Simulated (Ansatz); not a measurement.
**A computed series for InSb: point defects**

Take an 8-atom supercell of InSb in the zinc blende structure (space group F-43m, No. 216; a = 6.635 Å) at its relaxed geometry as the base.

One neutral defect a cell, atoms relaxed at fixed cell.

All numbers come from PBE (Ansatz, a program for electronic structure, PAW, spin-orbit coupling left out), earlier PAW set.

| variant | pressure | largest displacement of a host atom from its site in the perfect cell |
|---|---|---|
| perfect supercell | 0.0 GPa | – |
| In vacancy | -1.6 GPa | [?] |
| Sn on a In site | 1.3 GPa | [?] |
| Li interstitial (started 2.71 Å from the nearest host atom) | 2.3 GPa | 0.02 Å |
| Al on a Sb site | -0.8 GPa | 0.09 Å |
| Sb interstitial (started 2.71 Å from the nearest host atom), symmetric start | 5.9 GPa | 0.26 Å |

Question: Some entries are withheld; estimate them.

Answer: 
- In vacancy, largest displacement of a host atom from its site in the perfect cell: 0.89 Å
- Sn on a In site, largest displacement of a host atom from its site in the perfect cell: 0.04 Å

The cell is small, so the values are those of an ordered compound at a high defect concentration; dilute-limit values will differ. Defects with a symmetric start kept the site's symmetry and may sit on a saddle; the others started slightly shaken. The final runs are not spin-polarised.
